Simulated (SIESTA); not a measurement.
A self-consistent single point of BaGa2H2 (P3m1, 5 atoms in the cell) with SIESTA.

Computed with SIESTA 5.4.2 with LDA PW92, numerical atomic orbitals TZP, PseudoDojo LDA standard norm-conserving potentials (rewritten from UPF to PSML).

```
Ba(GaH)2
1.0
    4.51261     0.00000     0.00000
   -2.25631     3.90804     0.00000
    0.00000     0.00000     4.96539
Ba Ga H
1 2 2
Direct
  0.00000   0.00000   0.01007
  0.33333   0.66667   0.46883
  0.66667   0.33333   0.53117
  0.33333   0.66667   0.13291
  0.66667   0.33333   0.86709
```

Reference input (self-consistent single point, DFT, LDA PW92, numerical atomic orbitals TZP, PseudoDojo LDA standard norm-conserving potentials (rewritten from UPF to PSML)): XC.functional = LDA; XC.authors = PW92; potentials = PseudoDojo LDA standard; PAO.BasisSize = TZP; PAO.EnergyShift = 0.005 Ry; MeshCutoff = 300 Ry; kgrid.MonkhorstPack = 4 4 3; OccupationFunction = FD; ElectronicTemperature = 100 meV; MaxSCFIterations = 150; SCF.Mixer.Method = Broyden; SCF.Mixer.Weight = 0.1. This run's input differs from it in these lines:

```diff
@@ -32,8 +32,8 @@
 %block kgrid.MonkhorstPack
-    4   0   0  0.0
-    0   4   0  0.0
-    0   0   3  0.0
+    8   0   0  0.0
+    0   8   0  0.0
+    0   0   6  0.0
 %endblock kgrid.MonkhorstPack
 OccupationFunction           FD
-ElectronicTemperature        100.0 meV
+ElectronicTemperature        50.0 meV
```

Log, with long lists cut:

```
        iscf     Eharris(eV)        E_KS(eV)     FreeEng(eV)     dDmax    Ef(eV) dHmax(eV)
   scf:    1    -4940.238738    -4950.578775    -4950.579953  2.260190 -5.022812  3.074232
   scf:    2    -4950.948760    -4950.767050    -4950.768245  0.071053 -5.021705  2.544097
   scf:    3    -4951.493551    -4951.202008    -4951.203441  0.428489 -5.005336  0.451357
   scf:    4    -4951.222849    -4951.213189    -4951.214764  0.089523 -4.950677  0.148228
   scf:    5    -4951.216875    -4951.215272    -4951.216934  0.041947 -4.920929  0.110478
   [... 10 lines left out ...]
   scf:   16    -4951.215603    -4951.215603    -4951.217278  0.000016 -4.916246  0.000249
   scf:   17    -4951.215603    -4951.215603    -4951.217278  0.000013 -4.916242  0.000231
   scf:   18    -4951.215603    -4951.215603    -4951.217278  0.000011 -4.916238  0.000212
   scf:   19    -4951.215603    -4951.215603    -4951.217278  0.000008 -4.916235  0.000193
SCF Convergence by DM+H criterion
max |DM_out - DM_in|         :     0.0000083085
max |H_out - H_in|      (eV) :     0.0001930942
SCF cycle converged after 19 iterations

Using DM_out to compute the final energy and forces

siesta: E_KS(eV) =            -4951.2156

siesta: E_KS - E_eggbox =     -4951.2156

siesta: Atomic forces (eV/Ang):
     1   -0.000001    0.000000   -0.174994
     2    0.000023   -0.000013    0.382252
     3   -0.000023    0.000013   -0.193754
     4    0.000005   -0.000004   -0.128065
     5   -0.000005    0.000003    0.114545
   Tot    0.000000   -0.000000   -0.000016
   Max    0.382252
   Res    0.127489    sqrt( Sum f_i^2 / 3N )
   Max    0.382252    constrained

Stress tensor Voigt[x,y,z,yz,xz,xy] (kbar):       15.90       15.90       12.50        0.00       -0.00        0.00
   [... lines left out ...]
siesta: FreeEng =     -4951.217278
   [... lines left out ...]
siesta:     0.009921    0.000000   -0.000000
siesta:     0.000000    0.009921    0.000000
siesta:    -0.000000    0.000000    0.007801

siesta: Cell volume =         87.566873 Ang**3

siesta: Pressure (static):
siesta:                Solid            Molecule  Units
siesta:          -0.00010036         -0.00013264  Ry/Bohr**3
siesta:          -0.00921442         -0.01217855  eV/Ang**3
siesta:         -14.76313590        -19.51219299  kBar
```

The run converged in 19 iterations. Against the reference run the free energy goes down by 21.3 meV/atom, the pressure goes from -1.61 to -1.48 GPa and the largest force goes from 0.370 to 0.382 eV/Å.

The starting cell comes from a database of computed structures (which also holds hypothetical and non-ambient phases and stackings), without a prior relaxation at this level. Its lattice was rescaled by up to half a per cent. One atom was moved a little off its site on purpose. Values carry the incompleteness of an atom-centred basis.

Cost on one core of a shared machine: roughly 3 min.
